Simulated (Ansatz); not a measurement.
Consider the following.

```
Mo2Zr
1.0
    0.00000     3.76511     3.76511
    3.76511     0.00000     3.76511
    3.76511     3.76511     0.00000
Zr Mo
2 4
Direct
  0.25000   0.25000   0.25000
  0.00000   0.00000   0.00000
  0.62500   0.12500   0.62500
  0.62500   0.62500   0.62500
  0.12500   0.62500   0.62500
  0.62500   0.62500   0.12500
```

Calculation: PBEsol, DFPT electron-phonon coupling, linearised Boltzmann equation (plane waves, PAW, scalar-relativistic; Ansatz, a first-principles code). How the cell was made: relaxed with this functional, without spin-orbit coupling.

**Question.** What phonon-limited resistivity does this give at 300 K?

**Answer.** 12.9 μΩ·cm.

**Question.** And the electrons' mean free path at that temperature?

**Answer.** 9.6 nm, weighted by the current that each state carries. Wires not much wider than this gain resistivity from their walls.

A metal at this level (no band gap). Only scattering by harmonic phonons is included (no impurities, grain boundaries, electron-electron scattering or thermal expansion). Spin-orbit coupling is left out. Halving the electron mesh (20x20x20) moves the resistivity by up to 2 % at 300 K, the mean free path by up to 1 %. Smearing 0.20 eV; phonons on a 3x3x3 q mesh, which this run doesn't test.

Formula and space group known from diffraction (Crystallography Open Database), not checked to be the room-temperature form: ZrMo2 (Fd-3m).
